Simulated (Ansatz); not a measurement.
```yaml
crystal:
  lattice:
    - [11.00000, 0.00000, 0.00000]
    - [0.00000, 11.00000, 0.00000]
    - [0.00000, 0.00000, 2.29290]
  atoms:
    - { symbol: Cl, position: [0.50000, 0.50000, 0.00000] }
```

Method: PBE (plane waves to 420 eV, PAW; Ansatz, a quantum-chemistry and plane-wave program). Mesh 1×1×168. No spin polarisation. Periodic along z alone, with about 11 Å of vacuum beside it. A hypothetical model. Only distortions within the start's symmetry and period were free. Pairing along the axis, which can open a gap, is among the distortions not tried. Buckling under compression is shut out by symmetry and the short period.

**Question.** Give the properties of this body.

**Answer.** 
```
Item                                                                                                                Result
--------------------------------------------------------------------  ----------------------------------------------------
PBE gap                                                                                               none (under 0.01 eV)
crossings of the Fermi level between Γ and the zone edge (49 points)  3, each for both spins (ideal conductance 3 × 2e²/h)
work function (PBE)                                                                                                7.31 eV
axial stiffness dF/dε                                                                                                29 nN
```
